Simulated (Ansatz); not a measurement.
Take CaS in the rock salt structure (space group Fm-3m, No. 225; a = 5.7120 Å) as the base.

Computed with DFT with PBE, PAW potentials and a 420 eV plane-wave cutoff in Ansatz (a first-principles code), no SOC.

For the base:

| Property | Result |
|---|---|
| Valley order | X along ⟨100⟩ 2.38 eV; Γ 4.10 eV |
| Electron mass | 1.4 mₑ along k, 0.31 mₑ across (at X) |
| Smallest direct gap | 3.18 eV |

Modification: every lattice vector is stretched by 2.00 %, atoms relaxed at fixed cell.

Task: Estimate the effect on the valley order, electron mass, smallest direct gap and mean gap deformation potential ΔEg/Δln V.

Result: The valley order (the lowest conduction-band minima on the path, energy above the VBM, named in the base's zone) changes from X along ⟨100⟩ 2.38 eV; Γ 4.10 eV to X along ⟨100⟩ 2.50 eV; Γ 3.74 eV; the electron mass changes from 1.4 mₑ along k, 0.31 mₑ across (at X) to 1.5 mₑ along k, 0.33 mₑ across (at X); the smallest direct gap goes up by 0.074 eV, from 3.18 eV to 3.26 eV; the mean gap deformation potential ΔEg/Δln V comes out as +2.0 eV.

The cells carry an imposed strain or load. Effective masses come from finite differences of ±0.01 Å⁻¹. Along k means along the line from Γ to the band edge. Whether these cells are dynamically stable was not tested.
